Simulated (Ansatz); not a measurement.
**SrScHO2 (model structure, started from the SrVO2H type, P4/mmm, No. 123, 5 atoms in the cell)**

Level of theory: HSE06 (Ansatz, a program for electronic structure, PAW).

Run with plane-wave cutoff 460 eV, 6×6×6 k mesh, Fermi–Dirac smearing 0.01 eV, scalar-relativistic PAW data made under PBE.

Cell (relaxed with PBEsol):

Space group P4/mmm (No. 123); a = 4.0871 Å, b = 4.0871 Å, c = 3.8172 Å, α = 90.00°, β = 90.00°, γ = 90.00°

```tsv
atom	site	symmetry	x	y	z
Sr	1d	4/mmm	0.5000	0.5000	0.5000
Sc	1a	4/mmm	0.0000	0.0000	0.0000
O	2f	mmm.	0.0000	0.5000	0.0000
H	1b	4/mmm	0.0000	0.0000	0.5000
```

For SrScHO2 (model structure, started from the SrVO2H type, P4/mmm, No. 123, 5 atoms in the cell), the band gap is 3.72 eV (on the SCF k mesh) and the smallest direct gap on the k points sampled comes out as 4.20 eV. The direct gap at Γ is 5.94 eV.

Note: the relaxation could raise the start's symmetry but not lower it, so the cell can be a saddle point; cell and atoms aren't relaxed at this level (pressure 1.7 GPa).

Spin–orbit coupling is not included.

Computed values are for the static lattice.

Cost on a shared machine: roughly 3 core-minutes.

A model structure was made by putting elements into a prototype or built by hand; it is no filed structure, need not be a known phase, and can be a saddle point held by its symmetry.
